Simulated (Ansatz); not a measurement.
Si (Fd-3m): band-edge transport data

Consider the following.

```
CELL_PARAMETERS angstrom
      0.00000     2.71691     2.71691
      2.71691     0.00000     2.71691
      2.71691     2.71691     0.00000
ATOMIC_POSITIONS crystal
  Si 0.25000 0.25000 0.25000
  Si 0.00000 0.00000 0.00000
```

These are PBEsol, rigid bands (plane waves, PAW, scalar-relativistic; Ansatz, a first-principles code) values and carry that method's errors. Geometry: cell and atoms relaxed with PBEsol.

```yaml
band_gap: 0.46 eV
electron conductivity mass (300 K, dilute): 0.28 mₑ
hole conductivity mass (300 K, dilute): 0.32 mₑ
effective density of states N_c (300 K): 2.9e19 cm⁻³
effective density of states N_v (300 K): 3.4e19 cm⁻³
density_of_states_mass_electrons: 1.11 mₑ
density_of_states_mass_holes: 1.23 mₑ
Seebeck coefficient, n-type 1e19 cm⁻³, 300 K: -309 μV/K
Seebeck coefficient, p-type 1e19 cm⁻³, 300 K: 319 μV/K
best p-type power factor at 300 K for τ = 10 fs (best axis; densities from 1e16 to 1e21 cm⁻³ tried, whether or not they can be reached): 16.7 μW/(cm·K²) at 1e20 cm⁻³
```

Rigid bands; masses and Seebeck coefficients take one relaxation time τ for all states and one kind of carrier; polarons and phonon drag are left out. Spin-orbit coupling is left out; where it splits the top of the valence band, N_v and the p-type Seebeck coefficient come out somewhat high without it.
